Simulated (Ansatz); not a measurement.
Response to strain in Ti

The parent structure is Ti in the hcp (Mg type) structure (space group P6_3/mmc, No. 194; a = 2.940 Å, c = 4.654 Å; relaxed with 0.1 eV smearing). Axes: x lies along a and z along c of the hexagonal cell.

Strains are applied to the cell and any free atomic positions relax; under biaxial strain the out-of-plane vector relaxes too.

All numbers come from Ansatz (a program for electronic structure) PBE, spin-orbit coupling left out.

Notes on the quantities. pressure: mean of the normal stresses, compression positive.

```tsv
variant	pressure	shortest interatomic distance
base	0.0 GPa	2.880 Å
biaxial strain −3.00 %, plane normal [001], relaxed out of plane	4.1 GPa	2.852 Å
biaxial strain −1.50 %, plane normal [001], relaxed out of plane	2.0 GPa	2.889 Å
biaxial strain −0.50 %, plane normal [001], relaxed out of plane	0.6 GPa	2.883 Å
biaxial strain +0.50 %, plane normal [001], relaxed out of plane	-0.6 GPa	2.878 Å
biaxial strain +1.00 %, plane normal [001], relaxed out of plane	-1.3 GPa	2.875 Å
biaxial strain +1.50 %, plane normal [001], relaxed out of plane	-1.9 GPa	2.873 Å
biaxial strain +2.00 %, plane normal [001], relaxed out of plane	-2.4 GPa	2.871 Å
biaxial strain +2.50 %, plane normal [001], relaxed out of plane	-3.0 GPa	2.869 Å
biaxial strain +3.00 %, plane normal [001], relaxed out of plane	-3.5 GPa	2.867 Å
```

Whether these cells are dynamically stable was not tested. The final runs are not spin-polarised.
